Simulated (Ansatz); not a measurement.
# Quick settings and what they miss: MgMnGe (P4/nmm, 6 atoms in the cell)

Self-consistent single point.

```yaml
crystal:
  lattice:
    - [4.05296, 0.00000, 0.00000]
    - [0.00000, 4.05296, 0.00000]
    - [0.00000, 0.00000, 6.60271]
  atoms:
    - { symbol: Mg, position: [0.00000, 0.50000, 0.16394] }
    - { symbol: Mg, position: [0.50000, 0.00000, 0.83606] }
    - { symbol: Mn, position: [0.00000, 0.00000, 0.50000], spin: 4.0 }
    - { symbol: Mn, position: [0.50000, 0.50000, 0.50000], spin: 4.0 }
    - { symbol: Ge, position: [0.50000, 0.00000, 0.25449] }
    - { symbol: Ge, position: [0.00000, 0.50000, 0.74551] }
```
(The spins are starting values, not results.)

Computed with PBEsol, default PAW files made with PBE (plane waves; Ansatz, a first-principles code).

Base settings: basis.ecutwfc = 420 eV; kpoints.mp_grid.grid = 7 7 5; hamiltonian.xc = pbesol; hamiltonian.pseudopotentials = {kind: paw} (the program's default PAW files); magnetization.spin_polarized = true; scf.occupations.method = cold; scf.occupations.width = 0.05 eV.

Tight run (finer mesh or higher cutoff; not a proven limit): basis.ecutwfc: 420 eV → 590 eV; kpoints.mp_grid.grid: 7 7 5 → 10 10 7; scf.convergence.dr2_threshold: default (1e-07 eV) → 1e-09 eV. It gave Fermi level (on the code's own zero) 9.88 eV; pressure -9.19 GPa; largest force (vector length) 0.858 eV/Å; size of the cell's spin moment 5.26 μB.

Quick runs, as changes from the base:
- A: the base itself
- B: basis.ecutwfc: 420 eV → 335 eV; kpoints.mp_grid.grid: 7 7 5 → 6 6 6; scf.occupations.method: cold → methfessel_paxton; scf.occupations.width: 0.05 eV → 0.272 eV
- C: basis.ecutwfc: 420 eV → 210 eV; kpoints.mp_grid.grid: 7 7 5 → 8 8 8; hamiltonian.xc: pbesol → lda; scf.occupations.method: cold → gaussian; scf.occupations.width: 0.05 eV → 0.2 eV [LDA (PW92)]
- D: basis.ecutwfc: 420 eV → 210 eV; kpoints.mp_grid.grid: 7 7 5 → 2 2 2

Energies are extrapolated to zero smearing width, which holds to low order in the width alone.

Dashes: energy of C, another energy zero; time of C, D, under 30 s.

† marks runs with another functional, U, potentials or spin treatment: their distance from the tight run is not a convergence error alone.

The count of work is k-points × plane waves × bands × iterations; it is no time. Core times come from one kind of shared machine and are given to one figure; runs under 30 s give none.

Pressures in the table are Ansatz's without its Pulay estimate, at a fixed set of plane waves; the tight run's value above holds the estimate.

The starting cell comes from a database of computed structures (which also holds hypothetical and non-ambient phases and stackings), without a prior relaxation at this level. Its lattice was rescaled by a random factor within 2.5 % of one. The magnetic order is the one reached from the typed start; others were not searched systematically. The program warned that, by what it read of turns of the moments, another magnetic order lies lower. In the base run, with a pressure of about -10 GPa the cell is away from its equilibrium volume at this level.

```tsv
run	energy less tight (meV/atom)	pressure less tight (GPa)	largest miss in a force vector (eV/Å)	size of the net moment less tight (μB/atom)	count of work / tight	core time / tight (rough)
A	2.7	-0.47	0.038	-0.03	0.17	0.2
B	18.4	-1.71	0.016	0.01	0.18	0.2
C†	–	-206.08	0.113	-0.06	0.13	–
D	4209.2	-193.14	0.570	-0.08	0.011	–
```

Among the runs at the tight run's level, the energy misses run from 2.7 to 4209.2 meV/atom.

Left out of this page: 2 runs of the series outside the window shown, repeating another row's setting, or not comparable.

Keys are those of Ansatz 0.2.
